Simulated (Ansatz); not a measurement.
```yaml
crystal:
  lattice:
    - [0.00000, 3.09357, 3.09357]
    - [3.09357, 0.00000, 3.09357]
    - [3.09357, 3.09357, 0.00000]
  atoms:
    - { symbol: Hf, position: [0.00000, 0.00000, 0.00000] }
    - { symbol: Cl, position: [0.25000, 0.25000, 0.25000] }
    - { symbol: Cl, position: [0.75000, 0.75000, 0.75000] }
```

Spin-polarised, with starting moments of sign Hf+ Cl0 Cl0.

A single point on HfO2 with a change (O → Cl), its geometry relaxed with PBEsol.

All numbers come from r2SCAN (Ansatz, a first-principles code; PAW; 500 eV plane waves; no spin-orbit coupling), earlier PAW set. Γ-centred 13×13×13 mesh, Fermi–Dirac width 0.05 eV.

Question: Estimate the band gap.

Answer: Zero.

Question: What pressure does the calculation give?

Answer: 5.8 GPa.

The magnetic state is the one reached from the starting moments; the real material's order can differ, and small cells can't hold many antiferromagnetic ones. Single points use the geometry relaxed with PBEsol. With Hf present, leaving out spin-orbit coupling can change the band edges. Stability against distortions was not tested. The cell was made from HfO2 by this change: O → Cl; the result is a hypothetical phase, not in the database extracts checked.
